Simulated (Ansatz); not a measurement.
Take MoSi2 (space group I4/mmm, No. 139; a = 3.190 Å, c = 7.822 Å; relaxed with 0.1 eV smearing) as the base. Axes: x, y, z lie along a, b, c of the conventional cell.

Method: PBEsol (Ansatz, a first-principles code), no SOC.

Strains are applied to the cell and any free atomic positions relax; under biaxial strain the out-of-plane vector relaxes too.

One change was made to it. Results:

| quantity | base | after |
|---|---|---|
| energy relative to the base (free energy F) | 0 meV/atom | +27 meV/atom |
| pressure (mean of the normal stresses, compression positive) | 0.0 GPa | 9.1 GPa |

### Question
Name the change that was made.
A. biaxial strain −2.50 %, plane normal [001], relaxed out of plane
B. biaxial strain +0.50 %, plane normal [001], relaxed out of plane
C. biaxial strain −2.00 %, plane normal [001], relaxed out of plane
D. biaxial strain +1.50 %, plane normal [001], relaxed out of plane

### Answer
A, biaxial strain −2.50 %, plane normal [001], relaxed out of plane. For comparison, the energy relative to the base in the other runs: biaxial strain +1.50 %, plane normal [001], relaxed out of plane gives +9.0 meV/atom; biaxial strain +0.50 %, plane normal [001], relaxed out of plane gives +1.0 meV/atom; biaxial strain −2.00 %, plane normal [001], relaxed out of plane gives +17 meV/atom.

Whether these cells are dynamically stable was not tested. The final runs are not spin-polarised.
